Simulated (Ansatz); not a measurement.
**As (model structure, from the lonsdaleite type, P6₃/mmc, No. 194): bulk modulus by level of theory**

No measured value is used here.

```json
[
 {"level (code)": "LDA (Ansatz)", "value (GPa)": "47.3", "cell (Å³/atom)": "24.69"},
 {"level (code)": "PBE (Ansatz)", "value (GPa)": "38.3", "cell (Å³/atom)": "26.94"},
 {"level (code)": "PBEsol (Ansatz)", "value (GPa)": "44.8", "cell (Å³/atom)": "25.32"},
 {"level (code)": "r²SCAN (Ansatz)", "value (GPa)": "…", "cell (Å³/atom)": "26.18"}
]
```

Q: Fill in the missing entries.

A: 
- r²SCAN (Ansatz, an electronic-structure program), value (GPa): 43.8

LDA, PBE, PBEsol, r²SCAN: the bulk modulus is −V dP/dV from two relaxed cells at ±2 % in volume. Each level is taken at its own relaxed cell. Cutoffs differ between the levels. Ansatz's density-functional and Hartree–Fock values are scalar-relativistic unless marked +SOC, with PAW data made under PBE.

A model structure was made by putting elements into a prototype or built by hand; it is no filed structure, need not be a known phase, and can be a saddle point held by its symmetry.
